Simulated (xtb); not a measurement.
xtb 6.7.1, GFN2-xTB: Hf(NMe2)(OSiH3)3 (C[N](C)[Hf]([O][SiH3])([O][SiH3])[O][SiH3]), 25 atoms. The geometry is a generated start, not checked to be a minimum at this level.

```
Quantity                   Value
-----------------  -------------
run flags                 --grad
method                  GFN2-xTB
--acc                1 (default)
--etemp (K)        300 (default)
basis functions               79
valence electrons             62
```

```xyz
25

Hf     0.4121     0.0189     0.0171
N      0.9122     1.9399     0.1285
C      0.3797     2.3958     1.4144
C      0.1984     2.6007    -0.9675
H      0.5572     3.4741     1.5430
H     -0.7145     2.2189     1.4986
H      0.9013     1.8634     2.2200
H     -0.9000     2.4607    -0.8921
H      0.4014     3.6818    -0.9584
H      0.5583     2.1906    -1.9203
O     -1.4890     0.0131     0.0531
Si    -2.3439    -0.6831    -1.1094
H     -2.0244    -0.0740    -2.4192
H     -3.7478    -0.4231    -0.7852
H     -2.0998    -2.1399    -1.1540
O      1.2033    -0.7710     1.5582
Si     0.3432    -1.8016     2.4276
H     -0.4042    -1.0792     3.4747
H      1.2764    -2.7489     3.0379
H     -0.6320    -2.5375     1.5735
O      1.0706    -0.5915    -1.6582
Si     1.4565    -2.1435    -1.7475
H      2.8803    -2.3394    -1.4228
H      1.1821    -2.5876    -3.1166
H      0.6228    -2.9376    -0.7954
```

Charge 0 and multiplicity 1 are set for this test and not shown to be the ground state.

One run each on 1 thread. Values of broydamp tried: 0.02, 0.05, 0.1, 0.2, 0.4 (default), 0.6, 0.8, 1.

**Question.** Predict the course of the SCC iterations along this series.

**Answer.** Fewest SCC iterations, within one of each other: 0.2 with 19, 0.4 (default) with 18. The count rises to 28 at 1. All converge to one solution.

```csv
broydamp,SCC iterations,end
0.02,27,same solution
0.05,23,same solution
0.1,20,same solution
0.2,19,same solution
0.4 (default),18,same solution
0.6,21,same solution
0.8,23,same solution
1,28,same solution
```
